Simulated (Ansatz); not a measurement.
Amorphous Si$_{24}$O$_{48}$H$_{2}$, 74 atoms at 2.04 g/cm³, one PBE-relaxed geometry, zone centre. Methods: PBE, scalar-relativistic without spin-orbit coupling (Ansatz, an electronic-structure program); r2SCAN, scalar-relativistic without spin-orbit coupling (Ansatz); HSE06, scalar-relativistic without spin-orbit coupling (Ansatz). Plane waves to 420 eV (r2SCAN 500 eV); exact exchange is cut at the cell's faces. The usual formal charges leave 2 electrons over, so the level spacing at the Fermi energy parts defect or band states and needn't be the band gap. At PBE the levels at the filled edge of the gap are localised (band-tail or defect states), and the nearest spread-out levels lie 5.5 eV apart at the zone centre. All rungs ran without spin polarisation.

It comes from a melt-quench run on a machine-learned potential (CHGNet), relaxed afterwards by DFT. O atoms were pushed apart under 1.9 Å during the dynamics, to hinder bonds among them. The hot cell started wider than the set density and was brought back towards it in steps. It is the lowest in DFT energy of 2 quenches. It is a model cell: composition and starting density were chosen by hand, and all elements were melted together. No dispersion term was used. Its density started from a set value of 2.18 and ended at 2.04 g/cm³. The quench (nominally 800 K/ps over its main leg) was far faster than any real one, so the model tends to hold more defects than a real film. One small periodic cell is one sample of the glass; other quenches scatter about these values. Volume and shape were free in the relaxation.

The relaxation ran on the zone centre alone. At PBE the level spacing at the Fermi energy is 2.77 eV on a 2×2×2 Γ-centred mesh, and the spacing at the zone centre alone 2.83 eV.

**Question.** What zone-centre spacing does r2SCAN give, roughly?

**Answer.** 3.23 eV (+0.40 eV against PBE).

**Question.** What zone-centre spacing does HSE06 give, roughly?

**Answer.** 3.94 eV (+1.11 eV against PBE).

The highest filled and the lowest empty state spread over these numbers of atoms (participation numbers): PBE: 3.9 and 63.3; r2SCAN: 3.8 and 61.8; HSE06: 3.6 and 62.1.
